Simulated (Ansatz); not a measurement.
# A series of runs on Ag (Fm-3m, 1 atom in the cell)

```xyz
1
Lattice="0.0000 2.0013 2.0013 2.0013 0.0000 2.0013 2.0013 2.0013 0.0000" Properties=species:S:1:pos:R:3 pbc="T T T"
Ag     0.0000     0.0000     0.0000
```

Base run A: PBE, PAW files in Ansatz (a first-principles code), self-consistent single point.

Its settings: basis.ecutwfc = 30.9 Ry; kpoints.mp_grid.grid = 14 14 14; hamiltonian.xc = pbe; hamiltonian.pseudopotentials = {kind: paw} (the program's default PAW files); scf.occupations.method = gaussian; scf.occupations.width = 0.02 Ry.

The starting cell comes from a database of computed structures (which also holds hypothetical and non-ambient phases and stackings), without a prior relaxation at this level. Its lattice was rescaled by a random factor within 2.5 % of one. In the base run, with a pressure of about 13 GPa the cell is away from its equilibrium volume at this level. Ansatz's pressure includes its estimate of the finite-basis (Pulay) stress.

ΔF is the free energy per atom less that of run A. 

The first pressure column holds Ansatz's estimate of the finite-basis (Pulay) stress, which hides part of the cutoff error; the other is without it.

In some runs the Pulay estimate is large (up to 88 GPa), a sign of a cutoff far from converged.

Run A gave: pressure (GPa) 13.39; pressure at a fixed set of plane waves (GPa) 13.28.

Runs:
- B: lattice scaled by 0.97
- C: lattice scaled by 0.97; basis.ecutwfc: 30.9 Ry → 18.4 Ry
- D: lattice scaled by 0.985
- E: lattice scaled by 0.985; basis.ecutwfc: 30.9 Ry → 18.4 Ry
- F: lattice scaled by 1.015
- G: lattice scaled by 1.015; basis.ecutwfc: 30.9 Ry → 18.4 Ry
- H: lattice scaled by 1.03
- I: lattice scaled by 1.03; basis.ecutwfc: 30.9 Ry → 18.4 Ry
- J: basis.ecutwfc: 30.9 Ry → 18.4 Ry

**Question.** What does run H change against A?

**Answer.** The free energy drops by 65.7 meV/atom and the pressure goes from 13.39 to 1.85 GPa.

**Question.** What does run J change against A?

**Answer.** The free energy goes up by 1.02 eV/atom and the pressure goes from 13.39 to 17.44 GPa.

**Question.** What does run E change against A?

**Answer.** The free energy goes up by 1.11 eV/atom and the pressure goes from 13.39 to 26.45 GPa.

```json
[
 {"run": "A", "ΔF (meV/atom)": "0.00", "pressure (GPa)": "13.39", "pressure at a fixed set of plane waves (GPa)": "13.28"},
 {"run": "B", "ΔF (meV/atom)": "191.8", "pressure (GPa)": "32.17", "pressure at a fixed set of plane waves (GPa)": "32.00"},
 {"run": "C", "ΔF (meV/atom)": "1246.5", "pressure (GPa)": "37.66", "pressure at a fixed set of plane waves (GPa)": "-50.28"},
 {"run": "D", "ΔF (meV/atom)": "76.9", "pressure (GPa)": "21.68", "pressure at a fixed set of plane waves (GPa)": "21.54"},
 {"run": "E", "ΔF (meV/atom)": "1108.2", "pressure (GPa)": "26.45", "pressure at a fixed set of plane waves (GPa)": "-55.68"},
 {"run": "F", "ΔF (meV/atom)": "-45.7", "pressure (GPa)": "6.90", "pressure at a fixed set of plane waves (GPa)": "6.81"},
 {"run": "G", "ΔF (meV/atom)": "959.8", "pressure (GPa)": "9.53", "pressure at a fixed set of plane waves (GPa)": "-62.85"},
 {"run": "H", "ΔF (meV/atom)": "-65.7", "pressure (GPa)": "1.85", "pressure at a fixed set of plane waves (GPa)": "1.77"},
 {"run": "I", "ΔF (meV/atom)": "917.4", "pressure (GPa)": "3.95", "pressure at a fixed set of plane waves (GPa)": "-64.02"},
 {"run": "J", "ΔF (meV/atom)": "1016.1", "pressure (GPa)": "17.44", "pressure at a fixed set of plane waves (GPa)": "-59.86"}
]
```

Keys are those of Ansatz 0.2.
